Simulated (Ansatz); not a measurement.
# A constructed model of the (100) surface of fcc Ag, a pseudomorphic layer of Co in the host's stacking (bottom of the slab: a bare face, its two planes held)

Calculation: PBE (plane waves to 420 eV, PAW; Ansatz, an electronic-structure program).

Slab: 7 atoms, 12.3 Å thick at the start; k 13x13x1, smearing 0.1 eV, dipole-corrected; 2 atoms held, the rest relaxed; held to the start's symmetry, so lower structures may exist; spin-polarised, ending with about 1.9 μB a cell; orders that need a larger cell were not tried, no spin-orbit, no U. It is one candidate, not shown to be the stable structure of the face.

work function of the top face: 4.22 eV
energy released by relaxation: 0.064 eV
magnetic moment of the cell: 1.93 μB
cost: about 8 core-minutes (a rough figure)
